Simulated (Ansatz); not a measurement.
An Ansatz (a first-principles code) input (DFT with PBE, PAW potentials and a 420 eV plane-wave cutoff in Ansatz, no spin-orbit coupling):

Ansatz 0.2 input:
```yaml
crystal:
  lattice:
    - [0, 2.5499490385, 2.5499490385]
    - [2.5499490385, 0, 2.5499490385]
    - [2.5499490385, 2.5499490385, 0]
  atoms:
    - { symbol: Be, position: [0, 0, 0] }
    - { symbol: Se, position: [0.25, 0.25, 0.25] }
basis: { ecutwfc: 420, ecutrho_ratio: 4, xc_grid: 2, fft_grid_basis: typed }
kpoints: { mp_grid: { grid: [11, 11, 11] } }
hamiltonian:
  xc: pbe
  dispersion: none
  pseudopotentials: { kind: paw }
scf: { occupations: { method: fermi_dirac, width: 0.05 }, convergence: { dr2_threshold: 0.0000000002 } }
relax: { f_tol: 0.005, max_steps: 50 }
output: { forces: true, stress: true }
checkpoint: { write: state.ck, write_every: 1000 }
```

Problem. Which symmetry and how many k-points will the program report, and about how many plane waves at Γ?

Solution. Space group F-43m (ITA 216) with 24 operations, k-points 56 of 1331, and 645 plane waves at Γ.

Problem. And the final pressure?

Solution. 3.73 GPa (compression positive).

The cells carry an imposed strain or load. Stability against distortions was not tested. The cell was made from BeSe in the zinc blende structure (space group F-43m, No. 216) by this change: isotropic strain −1.50 %.
